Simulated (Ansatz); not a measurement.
# A computed series for BeSe: point defects

Base system: an 8-atom supercell of BeSe in the zinc blende structure (space group F-43m, No. 216; a = 5.178 Å) at its relaxed geometry.

One neutral defect a cell, atoms relaxed at fixed cell.

Level of theory: Ansatz (a first-principles code) PBE, no spin-orbit coupling, earlier PAW set.

| variant | pressure | largest displacement of a host atom from its site in the perfect cell |
|---|---|---|
| perfect supercell | 0.0 GPa | – |
| Se vacancy | -5.2 GPa | 0.04 Å |
| Se on a Be site (antisite) | 11.5 GPa | 0.36 Å |
| Be on a Se site (antisite), symmetric start | -1.4 GPa | 0.05 Å |
| As on a Se site | 0.1 GPa | 0.00 Å |
| Be vacancy | -1.6 GPa | 0.03 Å |

The magnetic state is the one reached from the starting moments; the real material's order can differ, and small cells can't hold many antiferromagnetic ones. The cell is small, so the values are those of an ordered compound at a high defect concentration; dilute-limit values will differ. A case with no gap was solved on a k-mesh chosen for an insulator, which is coarse for it. Defects with a symmetric start kept the site's symmetry and may sit on a saddle; the others started slightly shaken. Seeded moments were not kept for Se vacancy, Se on a Be site (antisite), Be on a Se site (antisite) and As on a Se site and more.
